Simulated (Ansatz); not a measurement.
The starting structures come from a database of crystals and need not be the phases stable at ambient conditions.

 Where the default PAW files enter, the runs use the earlier of Ansatz's two default sets.

The decay constant κ of evanescent states in the gap governs leakage through a thin film.

```
MgSe
1.0
    4.19870     0.00000     0.00000
    0.00000     4.19870     0.00000
    2.09935     2.09935     2.96893
Mg Se
1 1
Cartesian
  0.00000   0.00000   0.00000
  4.19870   2.09935   1.48446
```

Space group of this cell: F-43m, zinc blende. The cell is taken as given.

Transport runs along the normal of the first two printed cell vectors, the (001) plane of the conventional cell.

No gap correction and no spin-orbit coupling; mid-gap values are interpolated between computed energies.

**Question.** Compute, with Ansatz (a first-principles code) with r2SCAN, the band gap and the smallest decay constant κ at mid-gap.

**Answer.** Gap 3.36 eV on a 10×10×10 mesh; κ = 0.226 1/Å, at the zone centre.
